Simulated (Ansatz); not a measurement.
An Ansatz (a first-principles code) run: WS2; PBE-D3(BJ) (Ansatz; PAW; 420 eV plane waves; no spin-orbit coupling).

Input:

Ansatz 0.2 input:
```yaml
crystal:
  lattice:
    - [3.1540841176, 0, 0]
    - [-1.5770420588, 2.7315169715, 0]
    - [0, 0, 12.1373139723]
  atoms:
    - { symbol: W, position: [0.3333333333, 0.6666666667, 0.25] }
    - { symbol: W, position: [0.6666666667, 0.3333333333, 0.75] }
    - { symbol: S, position: [0.3333333333, 0.6666666667, 0.6202569759] }
    - { symbol: S, position: [0.6666666667, 0.3333333333, 0.1202569759] }
    - { symbol: S, position: [0.6666666667, 0.3333333333, 0.3797430241] }
    - { symbol: S, position: [0.3333333333, 0.6666666667, 0.8797430241] }
basis: { ecutwfc: 420, ecutrho_ratio: 4, xc_grid: 2, fft_grid_basis: typed }
kpoints: { mp_grid: { grid: [12, 12, 3] } }
hamiltonian:
  xc: pbe
  dispersion: d3bj
  pseudopotentials: { kind: paw }
scf: { occupations: { method: fermi_dirac, width: 0.05 }, convergence: { dr2_threshold: 0.0000000006 } }
output: { forces: true, stress: true }
checkpoint: { write: state.ck, write_every: 1000 }
```

Output (explanatory and most iteration lines left out):

```
Pseudopotential: W, paw, valence charge 14
Pseudopotential: S, paw, valence charge 6
Crystal: 6 atoms, lattice volume = 104.568 Å³
Basis set: ecut = 420 eV, 2033 PW (Γ), exchange–correlation on 48×48×180 points (8 copies of the dense FFT grid, shifted against one another)
Bands: 32, of which v1, the nominal top of the filled ones, is band 26 counted from 1 (25 counted from 0)
Symmetry: 24 space group operations
Space group: P63/mmc (ITA 194), of the structure as read, at distance tolerance 4.7e-5 Å
k-points: 38 of 432
Functional: x = pbe(κ = 0.804, μ = 0.2195149727645171), c = pbe(β = 0.06672455060314922)
SCF iter   1: F=—  HF=-24385.309988 eV  |F-HF|=—  |Δ(HF+E_count)|=         —  Δρ=5.14e-3  dr2=1.03e-2  ethr=1.77e-3  ⟨swp⟩=6.3  Hψ=5685  notcnv=0
SCF iter   2: F=—  HF=-24385.315520 eV  |F-HF|=—  |Δ(HF+E_count)|=   5.53e-3  Δρ=2.85e-3  dr2=2.47e-3  ethr=1.98e-5  ⟨swp⟩=2.0  Hψ=1961  notcnv=0
SCF 1 converged in 8 iterations: F = -24385.320194 eV  dr2 = 3.36e-10
SCF converged after 8 iterations
Free energy (F): -24385.320194 eV
Internal energy: -24385.320192 eV  (E = F + TS)
E sigma→0 (E₀):  -24385.320193 eV
Entropy (-TS):   -0.000002 eV (-0.000 meV/atom)
Fermi energy:    12.478535 eV
  E_disp       = -2.612259  (pairwise vdW)
--- Forces (eV/Å), atoms counted from 1 ---
  atom   1  W     -0.00000000     0.00000000     0.00000000
  atom   2  W     -0.00000000    -0.00000000     0.00000000
  atom   3  S      0.00000000     0.00000000     0.00126547
  atom   4  S      0.00000000    -0.00000000     0.00126547
  atom   5  S      0.00000000    -0.00000000    -0.00126547
  atom   6  S     -0.00000000     0.00000000    -0.00126547
--- Stress (GPa, compression-positive) ---
       -0.001475      -0.000000       0.000000
        0.000000      -0.001475       0.000000
        0.000000       0.000000       0.001755
  P = ⅓ Tr σ = -0.0004 GPa (-0.004 kbar)
```

Spin-orbit coupling, missing from the scalar runs, can matter with W. Whether these cells are dynamically stable was not tested. The cell is WS₂ in the 2H-MoS2 type structure (space group P6_3/mmc, No. 194; layered, stacked along the Cartesian z axis).
